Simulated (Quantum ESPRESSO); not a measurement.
A self-consistent single point of SrHfO3 (Pm-3m, 5 atoms in the cell) with Quantum ESPRESSO.

Computed with LDA (PZ), GBRV 1.5 ultrasoft (LDA) pseudopotentials (plane waves; Quantum ESPRESSO).

```
CELL_PARAMETERS angstrom
      4.14121     0.00000     0.00000
      0.00000     4.14121     0.00000
      0.00000     0.00000     4.14121
ATOMIC_POSITIONS crystal
  Sr 0.50000 0.50000 0.50000
  Hf 0.00000 0.00000 0.00000
  O  0.00000 0.50000 0.00000
  O  0.50000 0.00000 0.00000
  O  0.00000 0.00000 0.50000
```

Reference input (self-consistent single point, DFT, LDA (PZ), plane waves, GBRV 1.5 ultrasoft (LDA) pseudopotentials): ecutwfc = 40 Ry; ecutrho = 320 Ry; occupations = smearing; smearing = fermi-dirac; degauss = 0.0036749 Ry; potentials = {Sr: sr_lda_v1.uspp.F.UPF, Hf: hf_lda_v1.uspp.F.UPF, O: o_lda_v1.2.uspp.F.UPF}; K_POINTS = automatic 4 4 4 0 0 0; conv_thr = 1e-10 Ry; mixing_beta = 0.7. This run's input differs from it in these lines:

```diff
@@ -12,4 +12,4 @@
     ntyp = 3,
-    ecutwfc = 40,
-    ecutrho = 320,
+    ecutwfc = 24,
+    ecutrho = 192,
     occupations = 'smearing',
```

Output, abridged:

```
     Self-consistent Calculation

     iteration #  1     ecut=    24.00 Ry     beta= 0.70

     negative rho (up, down):  1.714E-01 0.000E+00

     total energy              =    -325.81812926 Ry
     estimated scf accuracy    <       1.18134653 Ry

     iteration #  2     ecut=    24.00 Ry     beta= 0.70

     negative rho (up, down):  1.738E-01 0.000E+00

     total energy              =    -325.96587711 Ry
     estimated scf accuracy    <       1.29279874 Ry

     iteration #  3     ecut=    24.00 Ry     beta= 0.70

     negative rho (up, down):  1.763E-01 0.000E+00

     total energy              =    -326.25510461 Ry
     estimated scf accuracy    <       0.01710800 Ry

   [... 6 blocks of this kind left out ...]

     iteration # 10     ecut=    24.00 Ry     beta= 0.70

     negative rho (up, down):  1.772E-01 0.000E+00

     total energy              =    -326.25912470 Ry
     estimated scf accuracy    <          1.5E-10 Ry

     iteration # 11     ecut=    24.00 Ry     beta= 0.70

     negative rho (up, down):  1.772E-01 0.000E+00
     End of self-consistent calculation

     the Fermi energy is    10.7751 ev

!    total energy              =    -326.25912470 Ry
     estimated scf accuracy    <          9.3E-12 Ry
     smearing contrib. (-TS)   =      -0.00000000 Ry
     internal energy E=F+TS    =    -326.25912470 Ry

     convergence has been achieved in  11 iterations

     negative rho (up, down):  1.772E-01 0.000E+00

     Forces acting on atoms (cartesian axes, Ry/au):

     atom    1 type  1   force =     0.00000000    0.00000000    0.00000000
   [... zero for the other atoms too ...]

     Total force =     0.000000     Total SCF correction =     0.000000

     negative rho (up, down):  1.772E-01 0.000E+00
          total   stress  (Ry/bohr**3)                   (kbar)     P=     -415.57
  -0.00282500   0.00000000   0.00000000         -415.57        0.00        0.00
   0.00000000  -0.00282500   0.00000000            0.00     -415.57        0.00
   0.00000000   0.00000000  -0.00282500            0.00        0.00     -415.57

   JOB DONE.
```

The run converged in 11 iterations. Against the reference run the free energy goes up by 588 meV/atom, the pressure goes from -9.37 to -41.56 GPa and the gap on the mesh goes from 3.606 to 3.623 eV.

The starting cell comes from a database of computed structures (which also holds hypothetical and non-ambient phases and stackings), without a prior relaxation at this level. Spin-orbit coupling is off.
